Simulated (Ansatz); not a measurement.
The parent structure is Sr$_{3}$AsN in the anti-perovskite structure (space group Pm-3m, No. 221; a = 5.0413 Å; a cell from a computed database, its experimental status unchecked). Axes: x, y, z lie along the cube axes.

Now apply this change: a pure shear with ε_xy = ε_yx = 0.0073; the atoms relax in the strained cell.

Levels (all Ansatz, a quantum-chemistry and plane-wave program, PAW): PBEsol (420 eV, no SOC); HSE06 (420 eV, no spin-orbit coupling).

The geometry is relaxed with PBEsol.

* **PBEsol lowest conduction level above the VBM at special points**: Γ 0.37 eV; S 1.70 eV; Z 1.70 eV

Q: How does going to HSE06 change the lowest conduction level above the VBM at special points?

A: The lowest conduction level above the VBM at special points becomes Γ 1.19 eV; S 2.56 eV; Z 2.56 eV (PBEsol: Γ 0.37 eV; S 1.70 eV; Z 1.70 eV).

Single points use the geometry relaxed with PBEsol. The levels and masses belong to the bands next to the band gap. Whether these cells are dynamically stable was not tested. k-point labels follow each cell's own Brillouin zone.
